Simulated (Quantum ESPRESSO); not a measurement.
**Converging zone-centre phonons against the mesh: BePd (Pm-3m, 2 atoms in the cell)**

```
BePd
1.0
    2.80321     0.00000     0.00000
    0.00000     2.80321     0.00000
    0.00000     0.00000     2.80321
Be Pd
1 1
Direct
  0.00000   0.00000   0.00000
  0.50000   0.50000   0.50000
```

Method of the run: LDA (PZ), GBRV 1.5 ultrasoft (LDA) pseudopotentials (plane waves; Quantum ESPRESSO).

Base settings: ecutwfc = 40 Ry; ecutrho = 320 Ry; occupations = smearing; smearing = fd; degauss = 0.0073499 Ry; potentials = {Be: be_lda_v1.4.uspp.F.UPF, Pd: pd_lda_v1.4.uspp.F.UPF}; K_POINTS = automatic 12 12 12 0 0 0; conv_thr = 1e-10 Ry; mixing_beta = 0.4.

In this ladder: ph.x.tr2_ph = 1e-14; ph.x.fildyn = dyn.G; dynmat.x.fildyn = dyn.G; dynmat.x.asr = simple.

Frequencies are those of the unrelaxed cell, without the LO-TO term of polar crystals.

Only quantities that move along the ladder and can be compared are tabulated.

Core times come from one kind of shared machine, to one figure; runs under 30 s give none.

The starting cell comes from a database of computed structures (which also holds hypothetical and non-ambient phases and stackings), without a prior relaxation at this level. Its lattice was rescaled by up to half a per cent. Spin polarisation is off. In the base run, with a pressure of about -6 GPa the cell is away from its equilibrium volume at this level.

```tsv
K_POINTS	highest zone-centre frequency (cm⁻¹)	core time / last (rough)
automatic 3 3 3 0 0 0	292.5	–
automatic 4 4 4 0 0 0	374.6	–
automatic 5 5 5 0 0 0	356.1	–
automatic 6 6 6 0 0 0	361.9	–
automatic 7 7 7 0 0 0	360.9	–
automatic 9 9 9 0 0 0	363.6	0.08
automatic 11 11 11 0 0 0	362.2	0.1
automatic 14 14 14 0 0 0	360.7	0.2
automatic 17 17 17 0 0 0	361.0	0.3
automatic 21 21 21 0 0 0	361.2	0.5
automatic 27 27 27 0 0 0	361.1	1
```

Coarsest K_POINTS that holds the highest zone-centre frequency within 10 cm⁻¹ of the last step, with all finer ones: automatic 5 5 5 0 0 0; the step before is off by 14 cm⁻¹.
